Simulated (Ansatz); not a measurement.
Levels about the gap of amorphous Si₃₀N₄₀W (71 atoms in a cell of 806 Å³, 3.27 g/cm³; zone centre alone, so wide bands show as single levels with stretches between that a denser mesh fills), at the geometry that PBE relaxed, where it gives 2.9 GPa on a denser mesh. Exact exchange is cut at the faces of this small cell, which leaves a finite-size error. The participation number counts the atoms over which a state spreads; weights are charges in smoothed Voronoi cells. The levels come from a single point, so bond lengths are those of that geometry. Method of the levels: HSE06, scalar-relativistic without spin-orbit coupling (Ansatz, an electronic-structure program). Sampling: the zone centre alone; Fermi-Dirac width 0.01 eV; collinear spin, started from moments on atoms (the moments died out). The usual formal charges leave 6 electrons over, so the level spacing at the Fermi energy parts defect or band states and needn't be the band gap. At PBE the levels at the empty edge of the gap are localised (band-tail or defect states), and the nearest spread-out levels lie 1.7 eV apart at the zone centre. With spare charge at the zone centre alone, a hybrid can open a spacing that a denser mesh would close.

A CHGNet melt-quench gave the starting glass, which DFT then relaxed. N atoms were pushed apart under 1.9 Å during the dynamics, to hinder bonds among them. The hot cell started wider than the set density and was brought back towards it in steps. It is the lowest in DFT energy of 2 quenches. It is a model cell: composition and starting density were chosen by hand, and all elements were melted together. No dispersion term was used. Its density started from a set value of 3.27 and ended at 3.27 g/cm³. The simulated quench (nominally 300 K/ps over its main leg) is rapid and tends to freeze in more defects than a deposited or slowly cooled glass has. One small periodic cell is one sample of the glass; other quenches scatter about these values. The volume was held where the preparation left it, at a PBE pressure of 2.9 GPa. Stress components on the final sampling reach 4.6 GPa. On a 2×2×2 Γ-centred mesh force components of up to 0.18 eV/Å stay, since the relaxation ran on the zone centre alone. Cycles of charging lowered its energy after that relaxation.

```tsv
E - E(highest filled), eV	filling	spin	participation number	largest on	weight N	weight Si	weight W
-1.32	filled	up	13.4	N, 3 neighbours	0.88	0.11	0.02
-0.76	filled	dn	4.0	Si, 2 neighbours	0.43	0.56	0.02
-0.76	filled	up	4.0	Si, 2 neighbours	0.43	0.56	0.02
-0.23	filled	up	7.8	W, 6 neighbours	0.46	0.25	0.29
-0.23	filled	dn	7.8	W, 6 neighbours	0.46	0.25	0.29
0.00	filled	dn	7.5	Si, 4 neighbours	0.50	0.47	0.03
0.00	filled	up	7.5	Si, 4 neighbours	0.50	0.47	0.03
1.77	empty	up	4.6	W, 6 neighbours	0.38	0.18	0.44
1.77	empty	dn	4.6	W, 6 neighbours	0.38	0.18	0.44
2.48	empty	up	5.4	W, 6 neighbours	0.38	0.21	0.40
2.48	empty	dn	5.4	W, 6 neighbours	0.38	0.21	0.40
2.90	empty	up	3.7	W, 6 neighbours	0.39	0.12	0.49
2.90	empty	dn	3.7	W, 6 neighbours	0.39	0.12	0.49
3.42	empty	up	35.7	W, 6 neighbours	0.47	0.45	0.08
```

Most localised among these is the empty level at +2.90 eV, on a W atom, which has 6 neighbours (N 1.89 Å, N 2.00 Å, N 2.05 Å, N 2.08 Å, N 2.40 Å, Si 2.47 Å).
